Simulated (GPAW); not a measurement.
## GPAW run on Mg5Te (R32, 6 atoms in the cell): self-consistent single point

Method of the run: LDA (Perdew-Wang 92), GPAW PAW datasets LDA (gpaw-data 1.0.1) (plane waves; GPAW).

The input file:

```python
from ase import Atoms
from ase.units import GPa
from gpaw import GPAW

atoms = Atoms(['Mg', 'Mg', 'Mg', 'Mg', 'Mg', 'Te'],
              cell=[[2.788860, 1.610149, 5.284993],
                    [-2.788860, 1.610149, 5.284993],
                    [0.000000, -3.220298, 5.284993]],
              scaled_positions=[[0.668452, 0.331548, 0.000000],
                                [0.000000, 0.668452, 0.331548],
                                [0.331548, 0.000000, 0.668452],
                                [0.170189, 0.170189, 0.170189],
                                [0.829811, 0.829811, 0.829811],
                                [0.500000, 0.500000, 0.500000]],
              pbc=True)

calc = GPAW(mode={'name': 'pw', 'ecut': 800},
            xc='LDA',
            kpts={'size': (4, 4, 4), 'gamma': True},
            occupations={'name': 'methfessel-paxton', 'width': 0.2, 'order': 0},
            nbands=-12,
            convergence={'density': 1e-05, 'energy': 1e-05},
            symmetry={'symmorphic': False, 'tolerance': 0.0005},
            maxiter=100,
            txt='-')

atoms.calc = calc

energy = atoms.get_potential_energy()
print('Energy (eV):', round(energy, 6))
forces = atoms.get_forces()
print('Forces (eV/Ang):')
print(forces.round(5))
stress = atoms.get_stress()
print('Stress (GPa, Voigt):', (stress / GPa).round(4))
```

The program printed (abridged):

```
Input parameters:
  convergence: {density: 1e-05,
                energy: 1e-05}
  kpts: {gamma: True,
         size: (4, 4, 4)}
  maxiter: 100
  mode: {ecut: 800,
         name: pw}
  nbands: -12
  occupations: {name: methfessel-paxton,
                order: 0,
                width: 0.2}
  symmetry: {symmorphic: False,
             tolerance: 0.0005}

species:
  Mg:
    name: Magnesium
    Z: 12.0
    valence: 10
    core: 2
    charge: 0.0
    file: Mg.LDA.gz

    # Using partial waves for Mg as LCAO basis

  Te:
    name: Tellurium
    Z: 52.0
    valence: 6
    core: 46
    charge: 0.0
    file: Te.LDA.gz

    # Using partial waves for Te as LCAO basis

Reference energy: -211773.646227  # eV

Spin-paired calculation

Convergence criteria:
 Maximum [total energy] change in last 3 cyles: 1e-05 eV / valence electron
 Maximum integral of absolute [dens]ity change: 1e-05 electrons / valence electron
 Maximum integral of absolute [eigenst]ate change: 4e-08 eV^2 / valence electron
 Maximum number of scf [iter]ations: 100

Symmetries present (total): 6
Symmetries with fractional translations: 0
64 k-points: 4 x 4 x 4 Monkhorst-Pack grid + [1/8,1/8,1/8]
13 k-points in the irreducible part of the Brillouin zone
       k-points in crystal coordinates                weights
   0:     0.00000000    0.00000000    0.00000000          1/64
   1:     0.25000000    0.00000000   -0.25000000          6/64
   2:     0.25000000    0.00000000    0.00000000          6/64
   [... 7 lines left out ...]
          ...
  12:     0.50000000    0.50000000    0.50000000          1/64

Wave functions: Plane wave expansion
  Cutoff energy: 800.000 eV
  Number of coefficients (min, max): 7284, 7344
  Pulay-stress correction: 0.000000 eV/Ang^3 (de/decut=0.000000)

Occupation numbers: Methfessel-Paxton:
  width: 0.2000  # eV
  order: 0

Eigensolver

Densities:
  Coarse grid: 42*42*42 grid
  Fine grid: 84*84*84 grid
  Total Charge: 0.000000

Density mixing:
  Method: separate
  Backend: pulay
  Linear mixing parameter: 0.05
  old densities: 5
  Damping of long wavelength oscillations: 50

Hamiltonian:
  XC and Coulomb potentials evaluated on a 84*84*84 grid
  External potential:
    NoExternalPotential

Number of atoms: 6
Number of atomic orbitals: 44
Number of bands in calculation: 40
Number of valence electrons: 56
Bands to converge: occupied

Density initialized from atomic densities
  40 bands from LCAO basis set

Atomic positions and initial magnetic moments

Positions:
   0 Mg     0.939578    1.610149    5.284993    ( 0.0000,  0.0000,  0.0000)
   1 Mg    -1.864219    0.008624    5.284993    ( 0.0000,  0.0000,  0.0000)
   2 Mg     0.924641   -1.618773    5.284993    ( 0.0000,  0.0000,  0.0000)
   3 Mg    -0.000000   -0.000000    2.698343    ( 0.0000,  0.0000,  0.0000)
   4 Mg    -0.000000    0.000000   13.156636    ( 0.0000,  0.0000,  0.0000)
   5 Te     0.000000    0.000000    7.927490    ( 0.0000,  0.0000,  0.0000)

Unit cell:
           periodic     x           y           z      points  spacing
  1. axis:    yes    2.788860    1.610149    5.284993    42     0.1100
  2. axis:    yes   -2.788860    1.610149    5.284993    42     0.1100
  3. axis:    yes    0.000000   -3.220298    5.284993    42     0.1100

  Lengths:   6.188818   6.188818   6.188818
  Angles:   53.568073  53.568073  53.568074

Effective grid spacing dv^(1/3) = 0.1243

     iter     time        total  log10-change:
                         energy   eigst   dens
iter:   1 --:--:--   -13.931660
iter:   2 --:--:--   -13.996578   -0.61  -1.52
iter:   3 --:--:--   -13.930302   -1.42  -1.54
iter:   4 --:--:--   -13.936131   -2.01  -1.82
iter:   5 --:--:--   -13.923851   -2.96  -2.19
iter:   6 --:--:--   -13.922653   -4.34  -2.85
iter:   7 --:--:--   -13.921309   -4.50  -2.88
iter:   8 --:--:--   -13.921373   -5.57  -3.43
iter:   9 --:--:--   -13.921418c  -6.25  -3.53
iter:  10 --:--:--   -13.921405c  -6.39  -3.75
iter:  11 --:--:--   -13.921399c  -7.40c -4.03
iter:  12 --:--:--   -13.921366c  -7.18  -4.08
iter:  13 --:--:--   -13.921362c  -8.03c -4.44
iter:  14 --:--:--   -13.921362c  -8.97c -4.47
iter:  15 --:--:--   -13.921370c  -8.01c -4.51
iter:  16 --:--:--   -13.921369c  -9.01c -5.06c

Converged after 16 iterations.

Dipole moment: (-0.000000, 0.000000, -0.000000) |e|*Ang

Energy contributions relative to reference atoms: (reference = -211773.646227)

Kinetic:         -5.093728
Potential:      +10.965880
External:        +0.000000
XC:             -19.498122
Entropy (-ST):   -0.055712
Local:           -0.267544
SIC:             +0.000000
--------------------------
Free energy:    -13.949225
Extrapolated:   -13.921369

Showing only first 2 kpts
 Kpt  Band  Eigenvalues  Occupancy
  0    26      3.68260    2.00000
  0    27      4.06423    1.98397
  0    28      4.06423    1.98397
  0    29      5.02737    0.00001

  1    26      2.73596    2.00000
  1    27      3.93604    1.99908
  1    28      4.67735    0.05396
  1    29      6.00617    0.00000

Fermi level: 4.40481

No gap
No difference between direct/indirect transitions
Energy (eV): -13.921369

Forces in eV/Ang:
  0 Mg    0.00706    0.00000    0.00000
  1 Mg   -0.00353    0.00612    0.00000
  2 Mg   -0.00353   -0.00612    0.00000
  3 Mg    0.00000    0.00000    0.02736
  4 Mg    0.00000   -0.00000   -0.02736
  5 Te    0.00000    0.00000    0.00000

Stress tensor:
     0.009081     0.000000     0.000000
     0.000000     0.009081    -0.000000
     0.000000    -0.000000     0.022766
Stress (GPa, Voigt): [ 1.455   1.455   3.6475 -0.      0.      0.    ]
```

The run converged in 16 iterations. GPAW prints stress with tension positive.

The starting cell comes from a database of computed structures (which also holds hypothetical and non-ambient phases and stackings), without a prior relaxation at this level. Spin-orbit coupling is off. The run gives no clean gap (levels at the Fermi energy touch, overlap or are partly filled at this smearing), which alone does not show that the compound is a metal.

Cost on one core of a shared machine: roughly 2 min.
